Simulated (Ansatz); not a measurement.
Base system: BaTiO3 in the cubic perovskite structure (space group Pm-3m, No. 221).

```yaml
crystal:
  lattice:
    - [3.93456, 0.00000, 0.00000]
    - [0.00000, 3.93456, 0.00000]
    - [0.00000, 0.00000, 3.93456]
  atoms:
    - { symbol: Ba, position: [0.00000, 0.00000, 0.00000] }
    - { symbol: Ti, position: [0.50000, 0.50000, 0.50000] }
    - { symbol: O, position: [0.50000, 0.00000, 0.50000] }
    - { symbol: O, position: [0.00000, 0.50000, 0.50000] }
    - { symbol: O, position: [0.50000, 0.50000, 0.00000] }
```

Cartesian axes are those of the cell as printed.

Computed with LDA (Ansatz, a first-principles code; PAW; 420 eV plane waves; spin-orbit coupling left out).

Strains are applied to the cell and any free atomic positions relax; under biaxial strain the out-of-plane vector relaxes too.

One change was made to it. Results:

```tsv
quantity	base	after
electron mass	–	0.65 mₑ out of plane, 0.51 mₑ in plane (at Γ)
pressure (mean of the normal stresses, compression positive)	-0.01 GPa	-6.36 GPa
shortest interatomic distance	196.7 pm	199.1 pm
```

Task: What was done to the base?
(A) biaxial strain +0.50 %, plane normal [111], relaxed out of plane
(B) biaxial strain +2.50 %, plane normal [111], relaxed out of plane
(C) biaxial strain +1.50 %, plane normal [111], relaxed out of plane

Result: B, biaxial strain +2.50 %, plane normal [111], relaxed out of plane. For comparison, the pressure in the other runs: biaxial strain +1.50 %, plane normal [111], relaxed out of plane gives -3.96 GPa; biaxial strain +0.50 %, plane normal [111], relaxed out of plane gives -1.37 GPa.

The levels and masses belong to the bands next to the band gap. Masses are band curvatures over ±0.01 Å⁻¹ around the edge. No phonon test of stability was made. All final runs are without spin polarisation. Many cubic perovskites are stable only at high temperature; tilts and polar distortions were not tested. This is not the structure that BaTiO3 has at room temperature and ambient pressure.
